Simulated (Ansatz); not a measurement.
## What Si on a Ti site (antisite), symmetric start does to TiSi2

Take an 18-atom supercell of TiSi₂ (space group Fddd, No. 70; a = 4.779 Å, b = 8.230 Å, c = 8.521 Å) at its relaxed geometry as the base.

Perturbation: one Ti atom is replaced by Si, atoms relaxed at fixed cell.

All numbers come from r2SCAN/PAW in Ansatz (a first-principles code), no SOC. Γ-centred 6×6×6 mesh, Fermi–Dirac width 0.05 eV.

```tsv
quantity	base	changed	shift
pressure	0.0 GPa	0.6 GPa	+0.6 GPa
energy gained by relaxation	–	0.22 eV	–
```

The cell is small, so the values are those of an ordered compound at a high defect concentration; dilute-limit values will differ. The defect started on the symmetric site and kept its symmetry, so it may sit on a saddle. All final runs are without spin polarisation. The defect cell is not spin-polarised.
